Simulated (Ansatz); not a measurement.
The parent structure is PbSe in the rock salt structure (space group Fm-3m, No. 225; a = 6.178 Å). Axes: x, y, z lie along the cube axes.

Perturbation: compressive biaxial strain of 1.50 % in the plane normal to [001], as in epitaxy on a mismatched substrate; the out-of-plane cell vector and the atoms relax.

All numbers come from Ansatz (a first-principles code), r2SCAN, PAW, cutoff 500 eV, spin-orbit coupling left out.

Task: Give the band edges at the high-symmetry points of the new zone, measured from its valence-band maximum.

Result: 
| point | valence edge (eV) | conduction edge (eV) |
|---|---|---|
| Γ | -1.94 | 4.74 |
| X | -3.33 | 3.98 |
| P | -0.99 | 2.08 |
| N | 0.00 | 0.56 |
| M | -3.39 | 4.05 |
| S | -2.36 | 3.63 |
| S₀ | -2.36 | 3.63 |
| R | -0.87 | 2.21 |
| G | -0.87 | 2.21 |

The gap is 0.56 eV, direct at N.

Spin-orbit coupling, missing from the scalar runs, can matter with Pb. Whether these cells are dynamically stable was not tested. k-point labels follow each cell's own Brillouin zone.
